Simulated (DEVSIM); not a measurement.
System: Schottky contact on p-type GaP, at 250 K.

Layer 1 from the left is GaP, thickness (μm) 12.0, Na (cm⁻³) 1.3e16, τn (s) 1.9e-7, τp (s) 1.9e-7. Layer 2 from the left is GaP, thickness (μm) 3.30, Na (cm⁻³) 2e18, τn (s) 1.9e-7, τp (s) 1.9e-7.

Left contact: Schottky, work function 5.29 eV, emission velocity 1.5e6 cm/s. Right contact: ohmic. Voltage is applied to the left contact. Recombination: SRH at mid-gap, radiative, Auger. Mobility is μmin + (μ − μmin)/(1 + (N/Nref)^α).

The device is made up for the run: typed textbook-type constants, with dimensions and the other settings drawn at random. Values at 300 K; Nc and Nv go as T^1.5, mobilities as T to minus their exponent, the gap by Varshni's rule with the affinity fixed.

GaP: gap (eV) 2.26, affinity (eV) 3.8, permittivity 11.1, Nc (cm⁻³) 1.8e19, Nv (cm⁻³) 1.9e19, μn (cm²/Vs) 250, μp (cm²/Vs) 150, μn,min 10, μp,min 10, Nref,n 4.4e18, Nref,p 1e18, αn 0.8, αp 0.85, T exponent of μn 1.6, T exponent of μp 1.98, B (cm³/s) 1e-13, Cn (cm⁶/s) 1e-30, Cp (cm⁶/s) 1e-30, Varshni α (eV/K) 0.00058, Varshni β (K) 372.

Model (solved in DEVSIM): 1D drift-diffusion, Boltzmann statistics, complete ionisation; no tunnelling, impact ionisation, image-force lowering or self-heating. Metal contacts follow the ideal Schottky-Mott rule: no Fermi-level pinning, no interface dipoles.

Dark forward current:

```tsv
|V| (V)	|J| (A/cm²)
0.05	3.389e-9
0.10	3.767e-8
0.15	3.842e-7
0.20	3.882e-6
0.25	3.914e-5
0.30	0.0003935
0.35	0.003941
0.40	0.03908
0.45	0.3698
0.50	2.685
0.55	10.14
0.60	22.01
0.65	36.16
0.70	51.47
0.75	67.46
0.80	83.88
0.85	100.6
0.90	117.6
0.95	134.7
1.00	151.9
1.05	169.3
1.10	186.7
1.15	204.2
1.20	221.7
1.25	239.4
1.30	257.0
```

Q: Work out the local ideality factor n = ΔV / (kT/q · ln(J2/J1)) between the rows 0.10 and 0.15 V, 1.25 and 1.30 V.

A: kT/q = 21.54 mV. From 0.10 to 0.15 V: ln(3.842e-7/3.767e-8) = 2.322, n = 1.00, near the 1 of diffusion or emission over a barrier. From 1.25 to 1.30 V: ln(257.0/239.4) = 0.071, n = 32.72; the layers' resistance at their doping, Σ W/(qμN) = 0.0028 Ω cm², would take 48 mV of this step of 50 mV.

Q: Estimate the current at 0.25 V for emission alone, J0 = q v N_band exp(−φB/kT), and read the barrier back from the simulated current.

A: φB = 0.789 eV, N_band = 1.45e19 cm⁻³, J0 = 4.21e-10 A/cm²; J = J0 (exp(qV/kT) − 1) = 4.63e-5 A/cm². The simulation gives 3.91e-5 A/cm²; the estimate lies 18 % above. Read backwards, the simulated current gives an apparent barrier of 0.793 eV. The estimate leaves out transport through the depletion region and minority injection.
